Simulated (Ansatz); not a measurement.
**CdSe under a change: isotropic strain −1.38 %**

The reference is CdSe in the zinc blende structure (space group F-43m, No. 216; a = 6.1333 Å).

Perturbation: every lattice vector is shortened by 1.38 %; the atoms relax in the strained cell.

Calculations: r2SCAN in Ansatz (plane waves to 500 eV, PAW, no SOC). Γ-centred 9×9×9 mesh, Fermi–Dirac width 0.05 eV.

- Volume per atom: 27.66 Å³ (base 28.84 Å³)
- Energy relative to the base (free energy F): +8.4 meV/atom
- Pressure: 2.37 GPa (base 0.01 GPa)
- Band gap: 1.13 eV (base 1.04 eV)
- Gap character: direct at Γ (base direct at Γ)
- Mean gap deformation potential ΔEg/Δln V: -2.2 eV
- Electron mass: 0.098 mₑ (at Γ) (base 0.093 mₑ (at Γ))

Final structure:

```
CdSe
1.0
    0.00000     3.02432     3.02432
    3.02432     0.00000     3.02432
    3.02432     3.02432     0.00000
Se Cd
1 1
Cartesian
  4.53647   4.53647   4.53647
  0.00000   0.00000   0.00000
```

Masses are band curvatures over ±0.01 Å⁻¹ around the edge. No phonon test of stability was made.

Ansatz is an electronic-structure program.
